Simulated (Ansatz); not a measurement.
The parent structure is CuAu (space group P4/mmm, No. 123; a = 2.869 Å, c = 3.645 Å; relaxed with 0.1 eV smearing). Axes: x, y, z lie along a, b, c of the conventional cell.

Structures relaxed with Ansatz (a quantum-chemistry and plane-wave program) PBE, spin-orbit coupling left out.

Base:

Simulated powder pattern, Cu Kα1, λ = 1.54056 Å (kinematic, ideal powder, no thermal factors, no anomalous dispersion; the 10 strongest lines at most, above 2 %, up to 2θ = 90°):

| 2θ (°) | I/Imax (%) | hkl |
|---|---|---|
| 24.40 | 20 | (001) |
| 31.14 | 22 | (100) |
| 39.95 | 100 | (101) |
| 44.62 | 37 | (110) |
| 50.00 | 13 | (002) |
| 51.51 | 12 | (111) |
| 64.94 | 12 | (200) |
| 69.24 | 20 | (112) |
| 79.04 | 27 | (211) |
| 86.20 | 11 | (202) |

It is then changed as follows: uniaxial strain ε_zz = +3.00 %, all other strain components held at zero; the atoms relax in the strained cell.

After the change:

Simulated powder pattern, Cu Kα1, λ = 1.54056 Å (kinematic, ideal powder, no thermal factors, no anomalous dispersion; the 10 strongest lines at most, above 2 %, up to 2θ = 90°):

| 2θ (°) | I/Imax (%) | hkl |
|---|---|---|
| 23.68 | 21 | (001) |
| 31.14 | 22 | (100) |
| 39.49 | 100 | (101) |
| 44.62 | 35 | (110) |
| 48.45 | 14 | (002) |
| 51.13 | 12 | (111) |
| 64.94 | 11 | (200) |
| 67.97 | 20 | (112) |
| 78.74 | 27 | (211) |
| 84.36 | 11 | (103) |

The indices refer to the base's conventional cell; one index is shown for lines that coincide.

Whether these cells are dynamically stable was not tested. All final runs are without spin polarisation.
